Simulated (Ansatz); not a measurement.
## Evanescent states of ZnS (P6_3mc, wurtzite, 4 atoms a cell, 19.6 Å³ an atom) along the normal of (100)

Computed with r2SCAN (plane waves, PAW; Ansatz, a program for electronic structure).

The gap is the functional's own. No spin-orbit coupling. Mid-gap values are those at the computed energy nearest the middle.

Energies count from the valence-band top; κ is the least over a 8×6 mesh across the current.

```json
[
 {"E (eV)": "0.07", "κ (1/Å)": "0.059", "where": "Γ"},
 {"E (eV)": "0.21", "κ (1/Å)": "0.099", "where": "Γ"},
 {"E (eV)": "0.35", "κ (1/Å)": "0.124", "where": "Γ"},
 {"E (eV)": "0.49", "κ (1/Å)": "0.143", "where": "Γ"},
 {"E (eV)": "0.63", "κ (1/Å)": "0.157", "where": "Γ"},
 {"E (eV)": "0.77", "κ (1/Å)": "[?]", "where": "Γ"},
 {"E (eV)": "0.91", "κ (1/Å)": "[?]", "where": "Γ"},
 {"E (eV)": "1.05", "κ (1/Å)": "[?]", "where": "Γ"},
 {"E (eV)": "1.19", "κ (1/Å)": "[?]", "where": "Γ"},
 {"E (eV)": "1.33", "κ (1/Å)": "[?]", "where": "Γ"},
 {"E (eV)": "1.47", "κ (1/Å)": "[?]", "where": "Γ"},
 {"E (eV)": "1.61", "κ (1/Å)": "[?]", "where": "Γ"},
 {"E (eV)": "1.75", "κ (1/Å)": "[?]", "where": "Γ"},
 {"E (eV)": "1.89", "κ (1/Å)": "[?]", "where": "Γ"},
 {"E (eV)": "2.03", "κ (1/Å)": "[?]", "where": "Γ"},
 {"E (eV)": "2.17", "κ (1/Å)": "0.157", "where": "Γ"},
 {"E (eV)": "2.31", "κ (1/Å)": "0.143", "where": "Γ"},
 {"E (eV)": "2.45", "κ (1/Å)": "0.125", "where": "Γ"},
 {"E (eV)": "2.59", "κ (1/Å)": "0.099", "where": "Γ"},
 {"E (eV)": "2.73", "κ (1/Å)": "0.055", "where": "Γ"}
]
```

### Question
Some entries are withheld; supply them.

### Answer

- 0.77, κ (1/Å): 0.167
- 0.91, κ (1/Å): 0.175
- 1.05, κ (1/Å): 0.181
- 1.19, κ (1/Å): 0.185
- 1.33, κ (1/Å): 0.187
- 1.47, κ (1/Å): 0.187
- 1.61, κ (1/Å): 0.185
- 1.75, κ (1/Å): 0.181
- 1.89, κ (1/Å): 0.176
- 2.03, κ (1/Å): 0.168
